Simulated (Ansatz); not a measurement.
Take MgSe in the rock salt structure (space group Fm-3m, No. 225; a = 5.3913 Å) as the base.

Computed with DFT with LDA, PAW potentials and a 420 eV plane-wave cutoff in Ansatz (a first-principles code), no SOC.

Before the change:

| Quantity | Result |
|---|---|
| Valley order | X along ⟨100⟩ 1.72 eV; Γ 2.60 eV |
| Electron mass | 0.49 mₑ along k, 0.23 mₑ across (at X) |
| Hole mass | 0.16, 0.75, 0.75 mₑ (at Γ) |

It is then changed as follows: every lattice vector is shortened by 1.50 %; the atoms relax in the strained cell.

Question: What happens to the valley order, electron mass, hole mass and mean gap deformation potential ΔEg/Δln V?

Answer: The valley order (the lowest conduction-band minima on the path, energy above the VBM, named in the base's zone) goes from X along ⟨100⟩ 1.72 eV; Γ 2.60 eV to X along ⟨100⟩ 1.79 eV; Γ 2.93 eV; the electron mass stays 0.49 mₑ along k, 0.23 mₑ across (at X); the hole mass (degenerate bands, along [100]) changes from 0.16, 0.75, 0.75 mₑ (at Γ) to 0.17, 0.72, 0.72 mₑ (at Γ); the mean gap deformation potential ΔEg/Δln V amounts to -1.6 eV.

Masses are band curvatures over ±0.01 Å⁻¹ around the edge. Along k means along the line from Γ to the band edge. Stability against distortions was not tested.
